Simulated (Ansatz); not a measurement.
System: interstitial Mg in alpha quartz (charge state +2). The step: a concerted move, in which Mg travels most; the atom moves 1.20 Å along (0.24, 0.00, 0.00) of the unit cell; the moving atom starts with neighbours 2 O at 2.02, 2 O at 2.25, 2 O at 2.30 Å and ends with 2 O at 2.08, 2 O at 2.18, 2 O at 2.31; 2 Si at 2.70 Å. A PBE band in Ansatz (plane-wave PAW, the Γ point alone, 72 host sites, 76 SCF runs with any check of the saddle's order, static, no finite-size correction) gives a forward barrier of 0.33 eV. The check of the saddle point's order was inconclusive, and it lies on a symmetry element of the cell, where a band can be held. The charge state is imposed; whether it is stable for some Fermi level was not computed. Sites that were not tried may lie lower.

Single points at the band's start and saddle point can refine it. Rough cost of one point, in units of the band's mean SCF on the same machine:

```
Level                                                     Cost of one point
--------------------------------------------------------  -----------------
PBE, a 2×2×2 k-point mesh shifted by half a step along c           about 10
r2SCAN at 500 eV, the Γ point alone                                 about 4
HSE06, Γ point alone                                               about 20
```

Task: Which of these move the barrier by more than 0.1 eV, and how far does each move it?

Result: Not one does. PBE, a 2×2×2 k-point mesh shifted by half a step along c: -0.01 eV; r2SCAN at 500 eV, the Γ point alone: +0.08 eV; HSE06, Γ point alone: +0.08 eV. Each functional is compared with PBE at the same k-points.

Ansatz is an electronic-structure program.
